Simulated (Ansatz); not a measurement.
Effect of pressure 2.1 GPa on TiC

The parent structure is TiC in the rock salt structure (space group Fm-3m, No. 225; a = 4.3278 Å).

Modification: a hydrostatic pressure of 2.1 GPa.

Computed with plane-wave PAW DFT at the r2SCAN level (Ansatz, a program for electronic structure, 500 eV), no SOC. Γ-centred 18×18×18 mesh, Fermi–Dirac width 0.05 eV.

| quantity | base | changed | shift |
|---|---|---|---|
| lattice parameter a | 4.328 Å | 4.316 Å | -0.0114 Å |
| enthalpy H = E + PV relative to the base's energy | – | +0.13 eV/atom | – |
| band gap | zero | zero | – |

Final structure:

```yaml
crystal:
  lattice:
    - [0.00000, 2.15824, 2.15824]
    - [2.15824, 0.00000, 2.15824]
    - [2.15824, 2.15824, 0.00000]
  atoms:
    - { symbol: Ti, position: [0.00000, 0.00000, 0.00000] }
    - { symbol: C, position: [0.50000, 0.50000, 0.50000] }
```

Load acts through the strain it causes; cell and atoms are relaxed under it. No phonon test of stability was made. The final runs are not spin-polarised.
